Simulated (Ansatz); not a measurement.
1T (CdI2-type) MgI2, treated with PBEsol (PAW; Ansatz, an electronic-structure program).

Settings: plane-wave cutoff 560 eV, 12×12×6 k mesh (along the axes of the cell as run), perturbation theory, scalar-relativistic PAW data made under PBE.

Computed at the level's own relaxed cell.

Space group P-3m1 (No. 164); a = b = 4.129 Å, c = 7.026 Å, α = β = 90.00°, γ = 120.00°

```csv
atom,site,symmetry,x,y,z
Mg,1a,-3m.,0.0000,0.0000,0.0000
I,2d,3m.,0.3333,0.6667,0.2375
```

Harmonic phonon frequencies (cm⁻¹; i marks an imaginary mode; at Γ without the LO shift):

```json
[
 {"q point": "Γ", "frequencies": "0 0 0 64 64 105 177 177 267"},
 {"q point": "M", "frequencies": "58 59 63 78 86 103 177 178 258"},
 {"q point": "K", "frequencies": "60 72 72 86 86 97 173 211 211"},
 {"q point": "A", "frequencies": "12 12 22 62 62 103 177 177 289"}
]
```

No imaginary mode appears at these points.

Note: the cell comes from a level without a dispersion term, which matters for the spacing of layers, chains or molecules; the cell has widely spaced layers and the level no dispersion term, so their spacing and the moduli can rest on weak binding.
